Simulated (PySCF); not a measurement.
PySCF 2.14.0, R2SCAN/def2-svp, df: V(O)(Cl)2(OMe) (C[O][V](=[O])([Cl])[Cl]), 9 atoms. The geometry is a generated start, not checked to be a minimum at this level.

| Property | Value |
|---|---|
| task | energy |
| method | r2scan |
| basis | def2-svp |
| two-electron scheme | density fitting |
| mol.max_memory | 3000 MB |
| mf.max_cycle | 100 |
| mf.conv_tol | 1e-09 (default) |
| mf.grids.level | 3 (default) |
| basis functions | 124 |
| grid points | 130376 |

```xyz
9

V      0.4993     0.5506     1.1369
O      1.9865     0.2711     1.2742
Cl    -0.3751    -0.1504     2.8314
Cl     0.2826     2.5693     1.2030
O     -0.2119    -0.0446    -0.1524
C     -0.4888    -0.6721    -1.3322
H     -0.7901     0.0707    -2.0840
H      0.4059    -1.2027    -1.6881
H     -1.3083    -1.3919    -1.1888
```

Charge 0 and multiplicity 1 are set for this test and not shown to be the ground state.

With the defaults (mf.DIIS = CDIIS, mf.diis = true, mf.damp = 0, mf.diis_start_cycle = 1, newton = off, mf.init_guess = minao, mf.diis_damp = 0, mf.diis_space = 8, mf.level_shift = 0) it converges in 16 Fock builds. One run each on 2 threads, 1 BLAS thread, with these changes:
- newton = Hessian by the SCF's own integrals
- mf.diis_space = 3
- mf.diis_space = 12
- mf.diis = false
- mf.diis_damp = 0.3
- mf.level_shift = 1 Hartree
- mf.DIIS = EDIIS
- mf.init_guess = sap
- mf.diis = false, mf.damp = 0.7, mf.diis_start_cycle = 999

Task: Which runs fail or end elsewhere than the default run?

Result: No convergence: mf.DIIS = EDIIS; mf.diis = false; mf.diis = false, mf.damp = 0.7, mf.diis_start_cycle = 999 (the run ends without SCF convergence in 100 cycles). The rest reach the solution of the defaults.

```tsv
setting	Fock builds	end
mf.diis_damp = 0.3	14	same solution
the defaults	16	same solution
mf.diis_space = 12	16	same solution
mf.init_guess = sap	24	same solution
newton = Hessian by the SCF's own integrals	46	same solution
mf.level_shift = 1 Hartree	53	same solution
mf.diis_space = 3	88	same solution
mf.DIIS = EDIIS	101	no convergence
mf.diis = false	101	no convergence
mf.diis = false, mf.damp = 0.7, mf.diis_start_cycle = 999	101	no convergence
```

Under newton the count holds the products with the orbital Hessian.
